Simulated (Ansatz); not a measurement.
Functionals compared on a constructed model of the (110) surface of bcc V, a pseudomorphic layer of Au in the host's stacking (bottom of the slab: a bare face, its two planes held), in Ansatz (plane waves, PAW). The structure was relaxed with PBE; the other rows are single points on it. Cutoff 420 eV (500 eV for r2SCAN).

Model: 7-atom slab, 13.2 Å thick at the start, 15x15x1 mesh, Fermi-Dirac 0.1 eV, dipole correction, 2 atoms held, the rest relaxed; held to the start's symmetry, so lower structures may exist; no spin, no spin-orbit, no U. It is one candidate, not shown to be the stable structure of the face. These notes are the PBE run's.

| functional | work function of the top face (eV) | rough cost of the single point |
|---|---|---|
| PBE | 4.77 | – |
| RPBE | 4.58 | around 70 core-seconds (rough) |
| r2SCAN | 4.73 | around 110 core-seconds (rough) |

Ansatz is an electronic-structure program.
